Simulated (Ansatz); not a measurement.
# CsPbCl3, response to strain

Take CsPbCl3 in the cubic perovskite structure (space group Pm-3m, No. 221) as the base.

```
CELL_PARAMETERS angstrom
      5.52086     0.00000     0.00000
      0.00000     5.52086     0.00000
      0.00000     0.00000     5.52086
ATOMIC_POSITIONS crystal
  Cs 0.00000 0.00000 0.00000
  Pb 0.50000 0.50000 0.50000
  Cl 0.50000 0.00000 0.50000
  Cl 0.00000 0.50000 0.50000
  Cl 0.50000 0.50000 0.00000
```

Cartesian axes are those of the cell as printed.

Strains are applied to the cell and any free atomic positions relax; under biaxial strain the out-of-plane vector relaxes too.

The values are results of Ansatz (a first-principles code), LDA, PAW, cutoff 420 eV, spin-orbit coupling left out, not measurements.

Candidates:
(a) biaxial strain −2.00 %, plane normal [111], relaxed out of plane
(b) biaxial strain −2.50 %, plane normal [111], relaxed out of plane
(c) biaxial strain −1.00 %, plane normal [111], relaxed out of plane

Before the change:

```
Item       Result
--------  -------
Band gap  1.53 eV
```

### Question
Order them by band gap, highest first.

### Answer
(c) biaxial strain −1.00 %, plane normal [111], relaxed out of plane (1.47 eV), (a) biaxial strain −2.00 %, plane normal [111], relaxed out of plane (1.41 eV), (b) biaxial strain −2.50 %, plane normal [111], relaxed out of plane (1.39 eV)

Spin-orbit coupling, missing from the scalar runs, can matter with Pb. No phonon test of stability was made. Many cubic perovskites are stable only at high temperature; tilts and polar distortions were not tested. This is not the structure that CsPbCl3 has at room temperature and ambient pressure.
